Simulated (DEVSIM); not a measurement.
Structure: abrupt InP p-n junction, at 450 K.

```csv
layer (left to right),material,thickness (μm),Nd (cm⁻³),Na (cm⁻³),τn (s),τp (s)
1,InP,6.50,-,7e17,5e-8,5e-8
2,InP,4.50,9.6e14,-,5e-8,5e-8
```

Left contact: ohmic. Right contact: ohmic. Voltage is applied to the left contact. Recombination: SRH at mid-gap, radiative. Mobility is μmin + (μ − μmin)/(1 + (N/Nref)^α).

The device is made up for the run: typed textbook-type constants, with dimensions and the other settings drawn at random. Values at 300 K; Nc and Nv go as T^1.5, mobilities as T to minus their exponent, the gap by Varshni's rule with the affinity fixed.

```tsv
parameter	InP
gap (eV)	1.344
affinity (eV)	4.38
permittivity	12.5
Nc (cm⁻³)	5.7e17
Nv (cm⁻³)	1.1e19
μn (cm²/Vs)	5200
μp (cm²/Vs)	170
μn,min	400
μp,min	10
Nref,n	3e17
Nref,p	4.9e17
αn	0.47
αp	0.62
T exponent of μn	2
T exponent of μp	2
B (cm³/s)	1.2e-10
Varshni α (eV/K)	0.000363
Varshni β (K)	162
```

Model (solved in DEVSIM): 1D drift-diffusion, Boltzmann statistics, complete ionisation; no tunnelling, impact ionisation, image-force lowering or self-heating.

Task: Tabulate band edges, carrier densities and field at zero bias.

Result: Energies count from the Fermi level of the right contact; mesh points crowd at the junctions.

| x (μm) | Ec (eV) | Ev (eV) | n (cm⁻³) | p (cm⁻³) | field (V/cm) |
|---|---|---|---|---|---|
| 0.000 | 1.164 | -0.130 | 96000 | 7.0e17 | ≈ 0 |
| 0.03020 | 1.164 | -0.130 | 96000 | 7.0e17 | ≈ 0 |
| 0.1032 | 1.164 | -0.130 | 96000 | 7.0e17 | ≈ 0 |
| 0.2621 | 1.164 | -0.130 | 96000 | 7.0e17 | ≈ 0 |
| 0.8661 | 1.164 | -0.130 | 96000 | 7.0e17 | ≈ 0 |
| 1.978 | 1.164 | -0.130 | 96000 | 7.0e17 | ≈ 0 |
| 4.059 | 1.164 | -0.130 | 96000 | 7.0e17 | ≈ 0 |
| 5.731 | 1.164 | -0.130 | 96000 | 7.0e17 | ≈ 0 |
| 6.171 | 1.164 | -0.130 | 96000 | 7.0e17 | ≈ 0 |
| 6.374 | 1.164 | -0.130 | 96000 | 7.0e17 | ≈ 0 |
| 6.457 | 1.164 | -0.130 | 96000 | 7.0e17 | -80 |
| 6.501 | 1.119 | -0.176 | 310000 | 2.2e17 | -52000 |
| 6.535 | 1.020 | -0.275 | 4000000 | 1.7e16 | -20000 |
| 6.608 | 0.907 | -0.387 | 7.2e7 | 9.3e14 | -13000 |
| 6.869 | 0.617 | -0.677 | 1.3e11 | 5.2e11 | -9200 |
| 7.395 | 0.319 | -0.975 | 2.8e14 | 2.4e8 | -2400 |
| 8.536 | 0.271 | -1.023 | 9.6e14 | 7.0e7 | ≈ 0 |
| 9.925 | 0.271 | -1.023 | 9.6e14 | 7.0e7 | ≈ 0 |
| 10.65 | 0.271 | -1.023 | 9.6e14 | 7.0e7 | ≈ 0 |
| 10.86 | 0.271 | -1.023 | 9.6e14 | 7.0e7 | ≈ 0 |
| 10.95 | 0.271 | -1.023 | 9.6e14 | 7.0e7 | ≈ 0 |
| 11.00 | 0.271 | -1.023 | 9.6e14 | 7.0e7 | ≈ 0 |
